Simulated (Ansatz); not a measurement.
The starting structures come from a database of crystals and need not be the phases stable at ambient conditions.

 Where the default PAW files enter, the runs use the earlier of Ansatz's two default sets.

Data:

```yaml
crystal:
  lattice:
    - [3.08352, 0.00000, 0.00000]
    - [0.00000, 8.05093, 0.00000]
    - [0.00000, -4.02546, 6.97231]
  atoms:
    - { symbol: Ge, position: [0.25000, 0.23548, 0.82915] }
    - { symbol: Ge, position: [0.75000, 0.76452, 0.17085] }
    - { symbol: Ge, position: [0.75000, 0.82915, 0.59367] }
    - { symbol: Ge, position: [0.25000, 0.17085, 0.40633] }
    - { symbol: Ge, position: [0.25000, 0.59367, 0.76452] }
    - { symbol: Ge, position: [0.75000, 0.40633, 0.23548] }
    - { symbol: N, position: [0.25000, 0.33333, 0.66667] }
    - { symbol: N, position: [0.75000, 0.66667, 0.33333] }
    - { symbol: N, position: [0.25000, 0.97272, 0.66963] }
    - { symbol: N, position: [0.75000, 0.02728, 0.33037] }
    - { symbol: N, position: [0.75000, 0.66963, 0.69691] }
    - { symbol: N, position: [0.25000, 0.33037, 0.30309] }
    - { symbol: N, position: [0.25000, 0.69691, 0.02728] }
    - { symbol: N, position: [0.75000, 0.30309, 0.97272] }
```

Space group of this cell: P6_3/m. The cell is taken as given; by PBEsol its mean pressure is 0.6 GPa.

Level of theory: PBEsol (plane waves, PAW; Ansatz, an electronic-structure program).

The current runs along the normal of the first two printed vectors; no spin-orbit coupling. Scaled by the factor s: the length along the current (ions clamped). The meshes follow the cell: 10×6×6 and 10×4 across at s = 0.97, 10×6×6 and 10×4 across at s = 1.00, 10×4×4 and 10×4 across at s = 1.03.

```csv
s,mean pressure (GPa),band gap (eV)
0.97,7.1,?
1.00,0.6,2.11
1.03,-4.7,1.66
```

Q: Take the slope of the band gap against ln s from the two given rows, extrapolate to s = 0.97, and say what the run there gives.

A: Slope = (1.66 − 2.11) / ln 1.03 = -15.2 eV. The line gives 2.11 + (-15.2) × ln 0.97 = 2.57 eV. The run gives 2.48 eV, 0.09 eV under the line, 20 % of the predicted step.
